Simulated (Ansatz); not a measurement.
## One base run on TlAgI₂ (I4/mcm, 8 atoms in the cell) and variants with one or two settings moved

```
CELL_PARAMETERS angstrom
     -4.27284     4.27284     3.94371
      4.27284    -4.27284     3.94371
      4.27284     4.27284    -3.94371
ATOMIC_POSITIONS crystal
  Tl 0.25000 0.25000 0.00000
  Tl 0.75000 0.75000 0.00000
  Ag 0.75000 0.25000 0.50000
  Ag 0.25000 0.75000 0.50000
  I  0.32260 0.82260 0.14520
  I  0.67740 0.17740 0.85480
  I  0.82260 0.67740 0.50000
  I  0.17740 0.32260 0.50000
```

Base run A: Ansatz (a quantum-chemistry and plane-wave program) with LDA (PW92), default PAW files made with PBE, self-consistent single point.

Its settings: basis.ecutwfc = 420 eV; kpoints.mp_grid.grid = 5 5 5; hamiltonian.xc = lda; hamiltonian.pseudopotentials = {kind: paw} (the program's default PAW files); scf.occupations.method = fixed.

The starting cell comes from a database of computed structures (which also holds hypothetical and non-ambient phases and stackings), without a prior relaxation at this level. Its lattice was rescaled by a random factor within 2.5 % of one. Spin-orbit coupling is off. In the base run, with a pressure of about -4 GPa the cell is away from its equilibrium volume at this level. Ansatz's pressure includes its estimate of the finite-basis (Pulay) stress. Another mesh or the band path of this cell gives a smaller gap, so this value is not converged in the mesh.

ΔF is the free energy per atom less that of run A. 

```csv
run,change,ΔF (meV/atom),pressure (GPa),largest force (eV/Å),gap on the mesh (eV),k-points,valence electrons
A,base,0.00,-3.90,0.377,1.596,18,132
B,crystal.symmetry.detect: default → false,0.00,-3.90,0.377,1.596,63,132
C,kpoints.mp_grid.grid: 5 5 5 → 11 11 11,0.00,-3.90,0.377,1.448,126,132
D,kpoints.mp_grid.grid: 5 5 5 → 3 3 3,-0.74,-3.91,0.378,1.820,6,132
E,"2 x 1 x 1 supercell, mesh divided and rounded up; kpoints.mp_grid.grid: 5 5 5 → 3 5 5",0.00,-3.90,0.377,1.548,38,264
F,scf.mixing.algorithm: default (the program chose MSR1) → anderson; scf.mixing.beta: default → 0.7,0.00,-3.90,0.377,1.596,18,132
```

Run C against A: The free energy hardly moves (within 1 meV/atom), the pressure stays at -3.90 GPa, the largest force stays at 0.377 eV/Å and the gap on the mesh goes from 1.596 to 1.448 eV.

Run D against A: The free energy is nearly the same (within 1 meV/atom), the pressure moves little (-3.90 to -3.91 GPa), the largest force moves little (0.377 to 0.378 eV/Å) and the gap on the mesh goes from 1.596 to 1.820 eV.

Keys are those of Ansatz 0.2.
